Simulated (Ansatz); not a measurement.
Input:

```xyz
2
Lattice="0.0000 1.9831 1.9831 1.9831 0.0000 1.9831 1.9831 1.9831 0.0000" Properties=species:S:1:pos:R:3 pbc="T T T"
Li     0.0000     0.0000     0.0000
F      1.9831     1.9831     1.9831
```

Level of theory: PBE, rigid bands (plane waves, PAW, scalar-relativistic; Ansatz, a program for electronic structure). Condition of this run: hydrostatic pressure of 2.4 GPa (compression positive) (the target of the relaxation). Geometry: cell and atoms relaxed with PBEsol, then loaded as said.

**Question.** Predict the electron conductivity mass (n e² τ/σ) at 300 K, by direction if it differs.

**Answer.** 0.93 mₑ.

**Question.** What conductivity effective mass do dilute holes have at 300 K?

**Answer.** 3.4 mₑ.

**Question.** And the band gap?

**Answer.** 9.51 eV at this level; semilocal functionals usually fall short of the measured gap.

Rigid bands, one relaxation time for all states, no polarons. Spin-orbit coupling is left out. Geometry: cell and atoms relaxed with PBEsol.
